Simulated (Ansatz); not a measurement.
Cells marked so need not be the phases stable at ambient conditions, and some may be hypothetical.

The gap is the functional's own, uncorrected, and κ follows it; spin-orbit coupling is left out. Mid-gap values are interpolated between the computed energies.

A. Cs2HfI6 (Fm-3m, not sure to be the ambient phase, 9 atoms a cell, 45.6 Å³ an atom), along the normal of (001)
B. Mg₃Si₂H₄O₉ (P31m, not sure to be the ambient phase, 18 atoms a cell, 9.9 Å³ an atom), along the normal of (110)
C. Ca4Sb2O (I4/mmm, not sure to be the ambient phase, 7 atoms a cell, 25.7 Å³ an atom, -2 GPa at this level), along the normal of (100)
D. HgS (P3_221, not sure to be the ambient phase, 6 atoms a cell, 23.8 Å³ an atom), along the normal of (100)
E. KSb₄F₁₃ (I-4, not sure to be the ambient phase, 18 atoms a cell, 16.3 Å³ an atom, -2 GPa at this level), along the normal of (101)

Task: Rank these by mid-gap decay constant of the slowest evanescent state (lowest first), as PBEsol (Ansatz, a program for electronic structure) gives it.

Result: C (0.09 1/Å), D (0.19 1/Å), A (0.27 1/Å), B (0.37 1/Å), E (0.54 1/Å)
